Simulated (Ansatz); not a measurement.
Start from CoCl₂ in the CdI2 type structure (space group P-3m1, No. 164; ferromagnetic; a model cell, its experimental status unchecked; layered, stacked along the Cartesian z axis).

```
CoCl2
1.0
    3.52599     0.00000     0.00000
   -1.76300     3.05360     0.00000
    0.00000     0.00000     5.69700
Co Cl
1 2
Cartesian
  0.00000   0.00000   0.00000
  0.00000   2.03573   1.32332
  1.76300   1.01787   4.37367
```

Cartesian axes are those of the cell as printed.

The values are results of Kohn–Sham DFT with the r2SCAN+rVV10 functional, run in Ansatz (a quantum-chemistry and plane-wave program) with PAW and 500 eV plane waves, no spin-orbit coupling, not measurements.

For the base:

```
Item       Result
--------  -------
Band gap  1.50 eV
```

The change: uniaxial stress, 2 GPa tension along x; all other stress components relax to zero.

Q: How does this affect the mean lateral Poisson ratio?

A: The mean lateral Poisson ratio is 0.29.

Q: Predict the new energy relative to the base.

A: The energy rises by 4.0 meV/atom.

Q: What does the calculation give for the band gap after the change?

A: The band gap goes up by 0.017 eV to 1.51 eV.

Load acts through the strain it causes; cell and atoms are relaxed under it. Beyond what the load breaks, stability against distortions was not tested. No Hubbard U is applied and the magnetic state is the run's own (CoCl2 ferromagnetic); small cells can't hold the antiferromagnetic order that many such compounds have, so gaps and moments can be off.
